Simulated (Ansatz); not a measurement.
A self-consistent single point of TaOs3 (P4mm, 4 atoms in the cell) with Ansatz (an electronic-structure program).

Method: LDA (PW92), default PAW files made with PBE (plane waves; Ansatz).

```xyz
4
Lattice="3.9032 0.0000 0.0000 0.0000 3.9032 0.0000 0.0000 0.0000 3.9032" Properties=species:S:1:pos:R:3 pbc="T T T"
Ta     0.0000     0.0000     0.0500
Os     0.0000     1.9516     1.9516
Os     1.9516     0.0000     1.9516
Os     1.9516     1.9516     0.0000
```

Reference input (self-consistent single point, DFT, LDA (PW92), plane waves, default PAW files made with PBE): basis.ecutwfc = 30.9 Ry; kpoints.mp_grid.grid = 9 9 9; hamiltonian.xc = lda; hamiltonian.pseudopotentials = {kind: paw} (the program's default PAW files); scf.occupations.method = gaussian; scf.occupations.width = 0.0073 Ry. This run's input differs from it in these lines:

Ansatz 0.2 input:
```diff
@@ -16,2 +16,3 @@
     grid: [9, 9, 9]
+    shift: [0.5, 0.5, 0.5]
 hamiltonian:
```

The program printed (abridged):

```
SCF iter   1: F=—  HF=-43038.540695 eV  |F-HF|=—  |Δ(HF+E_count)|=         —  Δρ=8.90e-3  dr2=3.29e-2  ethr=1.77e-3  ⟨swp⟩=5.1  Hψ=9280  notcnv=0
all-band conjugate gradients solve this SCF's bands
preconditioner: auto → Kerker (q_TF=auto, 2.740 Å⁻¹)
SCF iter   2: F=—  HF=-43038.536630 eV  |F-HF|=—  |Δ(HF+E_count)|=   4.07e-3  Δρ=4.88e-3  dr2=1.22e-2  ethr=5.40e-5  ⟨swp⟩=1.8  Hψ=3707  notcnv=0
SCF iter   3: F=—  HF=-43038.533522 eV  |F-HF|=—  |Δ(HF+E_count)|=   3.11e-3  Δρ=5.98e-4  dr2=2.44e-4  ethr=2.00e-5  ⟨swp⟩=2.0  Hψ=3737  notcnv=0
SCF iter   4: F=—  HF=-43038.533461 eV  |F-HF|=—  |Δ(HF+E_count)|=   6.08e-5  Δρ=1.08e-4  dr2=4.93e-6  ethr=4.01e-7  ⟨swp⟩=2.0  Hψ=3760  notcnv=0
SCF iter   5: F=—  HF=-43038.533462 eV  |F-HF|=—  |Δ(HF+E_count)|=   7.70e-7  Δρ=2.91e-5  dr2=4.79e-7  ethr=8.08e-9  ⟨swp⟩=2.5  Hψ=3667  notcnv=0
SCF iter   6: F=-43038.533462 eV  HF=-43038.533462 eV  |F-HF|=5.84e-9  |Δ(HF+E_count)|=   1.21e-7  Δρ=4.61e-6  dr2=1.18e-8  ethr=1.64e-10  ⟨swp⟩=7.4  Hψ=10224  notcnv=0
SCF 1 converged in 6 iterations: F = -43038.533462 eV  dr2 = 1.18e-8
Free energy (F): -43038.533462 eV
Internal energy: -43038.515135 eV  (E = F + TS)
E sigma→0 (E₀):  -43038.524298 eV
Entropy (-TS):   -0.018327 eV (-4.582 meV/atom)
Fermi energy:    23.363781 eV
--- Forces (eV/Å), atoms counted from 1 ---
  atom   1  Ta    -0.00000000     0.00000000    -0.51567922
  atom   2  Os     0.00000000     0.00000000     0.26998120
  atom   3  Os     0.00000000     0.00000000     0.26998120
  atom   4  Os    -0.00000000     0.00000000    -0.02427078
--- Stress (GPa, compression-positive) ---
       -8.810171       0.000000       0.000000
        0.000000      -8.810171       0.000000
        0.000000       0.000000      -8.810244
  P = ⅓ Tr σ = -8.8102 GPa (-88.102 kbar)
  The stress holds the Pulay correction. Without it, at fixed plane waves, as pw.x and ABINIT print it: P = -8.8551 GPa
```

The run converged in 6 iterations. Against the reference run the free energy goes down by 2.0 meV/atom, the pressure hardly changes (-8.82 to -8.81 GPa) and the largest force moves little (0.519 to 0.516 eV/Å).

The starting cell comes from a database of computed structures (which also holds hypothetical and non-ambient phases and stackings), without a prior relaxation at this level. Its lattice was rescaled by up to half a per cent. One atom was moved a little off its site on purpose. Spin polarisation is off. Ansatz's pressure includes its estimate of the finite-basis (Pulay) stress.
